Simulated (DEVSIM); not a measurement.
System: Al/SiO2/p-GaSb capacitor, at 400 K.

```
layer (left to right)  material  thickness (nm)  Na (cm⁻³)
---------------------  --------  --------------  ---------
1                          SiO2            1.00          -
2                          GaSb            2400     6.5e16
```

Metal gate on the left, work function 4.1 eV. Fixed charge at the semiconductor interface -3.1e11 cm⁻² (in units of +e); interface traps 6.4e10 cm⁻² eV⁻¹, uniform in energy, neutral level at 0.3 of the gap above the valence band.

Constants are typed, rounded textbook-type inputs, not results; the design itself was drawn at random and stands for no fabricated device. Values at 300 K; Nc and Nv go as T^1.5, mobilities as T to minus their exponent, the gap by Varshni's rule with the affinity fixed.

| parameter | SiO2 | GaSb |
|---|---|---|
| gap (eV) | 9 | 0.726 |
| affinity (eV) | 0.9 | 4.06 |
| permittivity | 3.9 | 15.7 |
| Nc (cm⁻³) | - | 2.1e17 |
| Nv (cm⁻³) | - | 1.8e19 |
| Varshni α (eV/K) | - | 0.00042 |
| Varshni β (K) | - | 140 |

DEVSIM, 1D Poisson equation in equilibrium, Boltzmann statistics, complete ionisation; no quantum confinement or tunnelling. Metal contacts follow the ideal Schottky-Mott rule: no Fermi-level pinning, no interface dipoles.

The substrate doping was swept, all else fixed.

```
substrate doping (cm^-3)  minimum of the low-frequency capacitance (μF/cm²)  flat-band voltage (V)  threshold voltage (band bending 2φF) (V)
------------------------  -------------------------------------------------  ---------------------  ----------------------------------------
3.2e15                                                               0.0708                  -0.32                                     -0.10
6.5e15                                                               0.0830                  -0.34                                     -0.07
1.3e16                                                                0.102                  -0.37                                     -0.04
3.2e16                                                                0.133                  -0.40                                      0.00
6.5e16                                                                0.169                  -0.42                                      0.03
1.3e17                                                                0.215                  -0.45                                      0.07
```

From the first row to the last the minimum of the low-frequency capacitance goes from 0.0708 to 0.215. From the first row to the last the flat-band voltage goes from -0.32 to -0.45.
